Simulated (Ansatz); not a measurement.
## Response to strain in MgI2

Consider MgI$_{2}$ in the CdI2 type structure (space group P-3m1, No. 164; layered, stacked along the Cartesian z axis).

```
MgI2
1.0
    4.05970     0.00000     0.00000
   -2.02985     3.51581     0.00000
    0.00000     0.00000     6.58024
Mg I
1 2
Cartesian
  0.00000   0.00000   0.00000
  0.00000   2.34387   1.67143
  2.02985   1.17194   4.90881
```

Cartesian axes are those of the cell as printed.

Strains are applied to the cell and any free atomic positions relax; under biaxial strain the out-of-plane vector relaxes too.

The values are results of Ansatz (an electronic-structure program), PBEsol-D3(BJ), PAW, cutoff 420 eV, scalar-relativistic without spin-orbit coupling, not measurements.

Candidates:
(a) biaxial strain +3.00 %, plane normal [001], relaxed out of plane
(b) biaxial strain +2.50 %, plane normal [001], relaxed out of plane
(c) biaxial strain −1.00 %, plane normal [001], relaxed out of plane
(d) biaxial strain +2.00 %, plane normal [001], relaxed out of plane
(e) biaxial strain −2.50 %, plane normal [001], relaxed out of plane

Problem. Order them by out-of-plane strain, highest first.

Solution. (e) biaxial strain −2.50 %, plane normal [001], relaxed out of plane (+1.48 %), (c) biaxial strain −1.00 %, plane normal [001], relaxed out of plane (+0.60 %), (d) biaxial strain +2.00 %, plane normal [001], relaxed out of plane (-1.26 %), (b) biaxial strain +2.50 %, plane normal [001], relaxed out of plane (-1.61 %), (a) biaxial strain +3.00 %, plane normal [001], relaxed out of plane (-1.95 %)

Whether these cells are dynamically stable was not tested.
